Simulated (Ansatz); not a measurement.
Start from Al in the fcc (Cu type) structure (space group Fm-3m, No. 225; a = 4.040 Å).

Method: Ansatz (an electronic-structure program), PBE, PAW, cutoff 420 eV, no spin-orbit coupling.

Base values:

The pressure is 0.0 GPa.

One thing is altered: every lattice vector is shortened by 1.65 %; the atoms relax in the strained cell.

### Question
Predict the new pressure.

### Answer
The pressure goes from zero to 4.3 GPa.

### Question
How does this affect the energy relative to the base?

### Answer
The energy increases by 10 meV/atom.

Whether these cells are dynamically stable was not tested.
